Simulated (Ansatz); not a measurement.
Fermi-surface data of Zr (P6_3/mmc)

Consider the following.

```yaml
crystal:
  lattice:
    - [3.13383, 0.00000, 0.00000]
    - [-1.56692, 2.71398, 0.00000]
    - [0.00000, 0.00000, 5.04357]
  atoms:
    - { symbol: Zr, position: [0.33333, 0.66667, 0.25000] }
    - { symbol: Zr, position: [0.66667, 0.33333, 0.75000] }
```

The numbers are results of PBEsol, rigid bands (plane waves, PAW, scalar-relativistic; Ansatz, a first-principles code), not measurements. Condition of this run: hydrostatic pressure 5 GPa (the target of the relaxation). Cell: cell and atoms relaxed with PBEsol, then loaded as said.

| Quantity | Result |
|---|---|
| density of states at the Fermi level | 2.00 states/(eV·cell), both spins |
| bare Sommerfeld coefficient | 2.4 mJ/(mol of atoms·K²) |
| Drude plasma energy | 4.2 (x), 4.2 (y), 4.8 (z) eV |
| root-mean-square Fermi velocity | 4.0e5 m/s |
| resistivity times τ | 27 (x), 27 (y), 21 (z) ×10⁻²² Ω·m·s |

A metal at this level (no band gap); rigid bands, thermally averaged at 300 K, both spins. Spin-orbit coupling is left out. τ is one relaxation time for all states.
